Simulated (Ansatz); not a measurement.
Formation energies of neutral defects against the elements (graphite for carbon, diatomic gases, S8), in rock-salt TiC (eV), each at one geometry relaxed with PBE and evaluated in Ansatz (a program for electronic structure) with PBE, r2SCAN. Details: 64-site cell; 4×4×4 shifted k-points; no spin–orbit coupling; no Hubbard U; not converged in cell size; the relaxation kept the symmetry of the starting site.

```
defect               PBE  r2SCAN
-----------------  -----  ------
Ti on the C site    7.70    8.26
Mo on the Ti site   0.94    1.16
C vacancy           0.56    0.85
C on the Ti site   12.43   13.18
Zr on the Ti site   0.62    0.65
Al on the Ti site   3.33    3.44
Ta on the Ti site  -0.17   -0.14
Cu on the Ti site   6.09    6.38
Ru on the Ti site   3.20    3.48
```

PBE less r2SCAN: over the 9 rows with both numbers (drawn at random from the settled rows of this host; unsettled states are left out), mean -0.28 eV, median -0.27 eV, mean size 0.28 eV, from -0.75 to -0.03 eV.
